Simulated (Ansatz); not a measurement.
Take CaO in the rock salt structure (space group Fm-3m, No. 225; a = 4.767 Å) as the base. Axes: x, y, z lie along the cube axes.

All numbers come from PBEsol (Ansatz, a program for electronic structure; PAW; 420 eV plane waves; spin-orbit coupling left out).

For the base:

| Quantity | Result |
|---|---|
| Valence-band top at Γ | 0.00, 0.00, 0.00 eV |

It is then changed as follows: biaxial strain +2.00 %, plane normal [001], relaxed out of plane (Cartesian); in-plane vectors clamped, the third vector and the atoms free.

How does this affect the out-of-plane strain?

The out-of-plane strain amounts to -1.00 %.

How does this affect the energy relative to the base?

The energy goes up by 8.0 meV/atom.

What happens to the in-plane stress?

The mean in-plane stress (compression positive) amounts to -4.5 GPa.

What happens to the valence-band top at Γ?

The valence-band top at Γ (three highest levels, from the VBM) becomes 0.00, -0.07, -0.07 eV (base: 0.00, 0.00, 0.00 eV).

The levels and masses belong to the bands next to the band gap. Stability against distortions was not tested.
